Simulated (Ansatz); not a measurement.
We consider GaS (P6₃/mmc, No. 194, 8 atoms in the cell; start mp-556742), described by HSE06 (Ansatz, a first-principles code, PAW).

Numerical settings: plane-wave cutoff 460 eV, 9×9×2 k mesh (along the axes of the cell as run), Fermi–Dirac smearing 0.01 eV, scalar-relativistic PAW data made under PBE.

Cell (relaxed with PBEsol):

```yaml
crystal:
  lattice:
    - [3.56853, 0.00000, 0.00000]
    - [-1.78426, 3.09044, 0.00000]
    - [0.00000, 0.00000, 16.13027]
  atoms:
    - { symbol: Ga, position: [0.00000, 0.00000, 0.17445] }
    - { symbol: Ga, position: [0.00000, 0.00000, 0.82555] }
    - { symbol: Ga, position: [0.00000, 0.00000, 0.67445] }
    - { symbol: Ga, position: [0.00000, 0.00000, 0.32555] }
    - { symbol: S, position: [0.66667, 0.33333, 0.10708] }
    - { symbol: S, position: [0.33333, 0.66667, 0.89292] }
    - { symbol: S, position: [0.33333, 0.66667, 0.60708] }
    - { symbol: S, position: [0.66667, 0.33333, 0.39292] }
```

Task: Estimate the band gap and smallest direct gap on the k points sampled that the calculation returns.

Result: 
- band gap = 2.70 eV (indirect)
- smallest direct gap on the k points sampled = 3.04 eV

Note: cell and atoms aren't relaxed at this level (pressure 1.1 GPa); the cell has widely spaced layers and the level no dispersion term, so their spacing and the moduli can rest on weak binding.

Spin–orbit coupling is not included.

Static lattice: no zero-point or thermal effects.

Cost on a shared machine: around 6 core-minutes (rough).

A start named mp-… is a Materials Project structure, which need not be a measured phase.
